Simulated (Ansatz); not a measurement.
Worked example: relaxation of cell and atoms of SnSeS (P3m1, 3 atoms in the cell) in Ansatz (a program for electronic structure).

Method of the run: LDA (PW92), default PAW files made with PBE (plane waves; Ansatz).

The change in words: atoms on their sites; basis.ecutwfc: 30.9 Ry → 37.1 Ry; relax: default → cell and atoms. Reference geometry:
```yaml
crystal:
  lattice:
    - [3.77900, 0.00000, 0.00000]
    - [-1.88950, 3.27271, 0.00000]
    - [0.00000, 0.00000, 6.39585]
  atoms:
    - { symbol: Sn, position: [0.33333, 0.66667, 0.01547] }
    - { symbol: Se, position: [0.00000, 0.00000, 0.75771] }
    - { symbol: S, position: [0.66667, 0.33333, 0.23464] }
```

Reference input (self-consistent single point, DFT, LDA (PW92), plane waves, default PAW files made with PBE): basis.ecutwfc = 30.9 Ry; kpoints.mp_grid.grid = 8 8 4; hamiltonian.xc = lda; hamiltonian.pseudopotentials = {kind: paw} (the program's default PAW files); scf.occupations.method = fixed. This run's input differs from it in these lines:

Ansatz 0.2 input:
```diff
@@ -6,3 +6,3 @@
   atoms:
-    - { symbol: Sn, position: [0.333333, 0.666667, 0.015468] }
+    - { symbol: Sn, position: [0.333333, 0.666667, 0.007650] }
     - { symbol: Se, position: [0.000000, 0.000000, 0.757710] }
@@ -10,3 +10,3 @@
 basis:
-  ecutwfc: 30.9 Ry
+  ecutwfc: 37.1 Ry
 kpoints:
@@ -21,2 +21,4 @@
     method: fixed
+relax:
+  cell: {}
 output:
```

Output (repeated stretches shortened):

```
   [... SCF lines of the steps left out ...]
relax step   1: F+E_penalty+E_count = -12133.30101962 eV  Δ(F+E_penalty+E_count) = +0.000e0 eV  max|allowed force component| = 2.218e-1 eV/Å  Δτ_max = 0.0000 Å  P = -3.208 GPa  Ω = 79.101 Å³  (7 SCF iters, dr2 threshold 1.00e-7 eV, accepted)
relax step   2: F+E_penalty+E_count = -12133.32698396 eV  Δ(F+E_penalty+E_count) = -2.596e-2 eV  max|allowed force component| = 2.467e-1 eV/Å  Δτ_max = 0.0963 Å  P = +2.093 GPa  Ω = 69.845 Å³  energy of the carried Pulay correction = +5.530e-4 eV  [...]
   [... lines left out ...]
relax step   8: F+E_penalty+E_count = -12133.37977474 eV  Δ(F+E_penalty+E_count) = -1.077e-4 eV  max|allowed force component| = 2.009e-3 eV/Å  Δτ_max = 0.0023 Å  P = -0.008 GPa  Ω = 69.299 Å³  energy of the carried Pulay correction = +5.878e-4 eV  [...]
relax step   9: F+E_penalty+E_count = -12133.37929730 eV  Δ(F+E_penalty+E_count) = +4.774e-4 eV  max|allowed force component| = 2.038e-3 eV/Å  Δτ_max = 0.0000 Å  P = -0.010 GPa  Ω = 69.299 Å³  stress off target by 1.40e-2 GPa  SCF on the basis [...]
basis re-selected at this cell: Δ(F+E_penalty+E_count) = +4.774e-4 eV, ΔP = -0.002 GPa vs the last step
the relaxation is at rest under the 6 symmetry operations that the run kept from its start: a minimum is not shown …
Free energy (F): -12133.379297 eV
Internal energy: -12133.379297 eV  (E = F + TS)
E sigma→0 (E₀):  -12133.379297 eV
Fermi energy:    7.951830 eV
--- Forces (eV/Å), atoms counted from 1 ---
  atom   1  Sn    -0.00000000     0.00000000    -0.00047116
  atom   2  Se    -0.00000000     0.00000000     0.00203546
   [... lines left out ...]
  cell:  # Å, volume = 69.2992 Å³
   [... lines left out ...]
    - [-1.8578667007930245, 3.2179200871482854, -7.710674473145624e-18]
    - [2.495076183998685e-17, -6.636227838664923e-19, 5.79573708713132]
  atoms:
    - { symbol: Sn, position: [0.33333333333333337, 0.6666666666666666, 0.007996505241254996] }
    - { symbol: Se, position: [1.5247942008167118e-18, 1.344971077639928e-25, 0.7333654930507775] }
    - { symbol: S, position: [0.6666666666666666, 0.33333333333333337, 0.25863800170796736] }
```

The run converged. 

Summary of the result:
| Quantity | Result |
|---|---|
| Free energy E − TS (on the zero of these files) | -12133.3793 eV |
| Top of the valence band (on the code's own zero) | 7.95 eV |
| Gap on the k-point mesh | 0.77 eV |
| Pressure | -0.01 GPa |
| Largest force (vector length) | 0.002 eV/Å |
| Final cell | a = 3.7157 Å, b = 3.7157 Å, c = 5.7957 Å, α = 90.00°, β = 90.00°, γ = 120.00° |
| Final volume per atom | 23.10 Å³ |
| Relaxation steps | 9 |

The starting cell comes from a database of computed structures (which also holds hypothetical and non-ambient phases and stackings), without a prior relaxation at this level. Its lattice was rescaled by up to half a per cent. The relaxation keeps the symmetry of its start, so its end need not be a minimum. Ansatz's pressure includes its estimate of the finite-basis (Pulay) stress.

Cost on one core of a shared machine: roughly 30 s.
